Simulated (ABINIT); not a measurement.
Worked example: self-consistent single point of Bi (R-3m, 2 atoms in the cell) in ABINIT.

Method of the run: PBEsol, norm-conserving pseudopotentials (PseudoDojo nc-sr-04 PBEsol standard) (plane waves; ABINIT).

```
CELL_PARAMETERS angstrom
      4.14499    -2.26363     0.00000
      4.14499     2.26363     0.00000
      2.90880     0.00000     3.72073
ATOMIC_POSITIONS crystal
  Bi 0.23824 0.23824 0.23824
  Bi 0.76600 0.76600 0.76600
```

Reference input (self-consistent single point, DFT, PBEsol, plane waves, norm-conserving pseudopotentials (PseudoDojo nc-sr-04 PBEsol standard)): pseudos = [Bi.upf]; ecut = 898 eV; ixc = -116133; occopt = 7; tsmear = 0.00367493 Ha; ngkpt = 4 4 4; nshiftk = 1; shiftk = 0 0 0; potentials = PseudoDojo nc-sr-04 PBEsol standard; nband = 21; kptopt = 2; nstep = 50. This run's input differs from it in these lines:

```diff
@@ -26,3 +26,3 @@
 nstep 50
-toldfe 1.0e-09
+toldfe 3.7e-14
 prtwf 0
```

Log, with long lists cut:

```
--- !BeginCycle
solver: {iscf: 7, nstep: 50, nline: 4, wfoptalg: 0, }
tolerances: {toldfe: 3.70E-14, }
...

     iter   Etot(hartree)      deltaE(h)  residm     vres2
 ETOT  1  -163.31246449687    -1.633E+02 1.623E-01 1.463E+00
 ETOT  2  -163.36247160241    -5.001E-02 6.362E-03 1.263E+00
 ETOT  3  -163.36265268201    -1.811E-04 1.902E-03 1.385E-01
 ETOT  4  -163.36266941720    -1.674E-05 1.344E-03 7.361E-03
 ETOT  5  -163.36267048265    -1.065E-06 7.504E-04 5.822E-04
   [... 41 lines left out ...]
 ETOT 47  -163.36267058865     1.990E-13 8.106E-07 1.201E-23
 ETOT 48  -163.36267058865    -8.527E-14 6.056E-07 8.241E-24
 ETOT 49  -163.36267058865    -1.137E-13 6.207E-07 1.004E-23
 ETOT 50  -163.36267058865     2.842E-13 4.626E-07 9.394E-24

 Cartesian components of stress tensor (hartree/bohr^3)
  sigma(1 1)=  4.78091299E-05  sigma(3 2)= -3.57453233E-15
  sigma(2 2)=  1.64905953E-05  sigma(3 1)=  1.04053967E-05
  sigma(3 3)=  1.99477244E-05  sigma(2 1)= -1.48741023E-12
 scprqt:  WARNING -
  nstep=   50 was not enough SCF cycles to converge;
  maximum energy difference=  2.842E-13 exceeds toldfe=  3.700E-14

 ----iterations are completed or convergence reached----

 reduced coordinates (array xred) for    2 atoms
       0.238236998947      0.238236998947      0.238236998940
       0.765999996610      0.765999996610      0.765999996598
   [... lines left out ...]
 Fermi (or HOMO) energy (hartree) =   0.16861   Average Vxc (hartree)=  -0.36905
 Fermi (or HOMO) energy (eV) =   4.58805   Average Vxc (eV)= -10.04246
   [... lines left out ...]
 prteigrs : prtvol=0 or 1, do not print more k-points.

--- !EnergyTerms
kinetic             :  7.80887726524387E+01
hartree             :  3.50324597584591E+01
xc                  : -4.24387907729371E+01
Ewald energy        : -1.02955887769695E+02
psp_core            :  5.48770813939789E+00
local_psp           : -1.05956862781777E+02
non_local_psp       : -3.06197690445687E+01
internal            : -1.63362369818681E+02
'-kT*entropy'       : -3.00769970222580E-04
total_energy        : -1.63362670588652E+02
total_energy_eV     : -4.44532433778253E+03
band_energy         : -1.33691447027589E+01
...

-Cartesian components of stress tensor (GPa)         [Pressure= -8.2622E-01 GPa]
- sigma(1 1)=  1.40659293E+00  sigma(3 2)= -1.05166354E-10
- sigma(2 2)=  4.85169982E-01  sigma(3 1)=  3.06137288E-01
- sigma(3 3)=  5.86882216E-01  sigma(2 1)= -4.37611124E-08

 Calculation completed.
```

The run ended unconverged after 50 iterations. 

The starting cell has typed, rounded lattice constants, without a prior relaxation at this level. Its lattice was rescaled by up to half a per cent. One atom was moved a little off its site on purpose.

Cost on one core of a shared machine: roughly 4 min.
